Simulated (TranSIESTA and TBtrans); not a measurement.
Run with TranSIESTA and TBtrans (open boundaries, self-consistent; PseudoDojo norm-conserving potentials, scalar-relativistic): PAO.BasisSize DZP, PAO.EnergyShift 0.15 eV, XC.Authors PBE, Mesh.Cutoff 200 Ry, ElectronicTemperature 300 K, TS.Voltage 0.0 eV, TBT.Elecs.Eta 0.001 eV, no spin polarisation.

System: Ga chain with one bond stretched by 2.5 Å. Leads: straight Ga chain, spacing 2.55 Å. Geometry: as built, not relaxed.

Q: Predict: conductance at 300 K (G0 = 2e²/h); thermopower (μV/K); mean T from −0.5 to 0.5 eV.

A: conductance at 300 K (G0 = 2e²/h): 0.085; thermopower (μV/K): -4.3; mean T from −0.5 to 0.5 eV: 0.069. The straight chain is held at its spacing; free chains may zigzag or dimerise. No spin-polarised start was tried, so a magnetic state, if there is one, is missed.
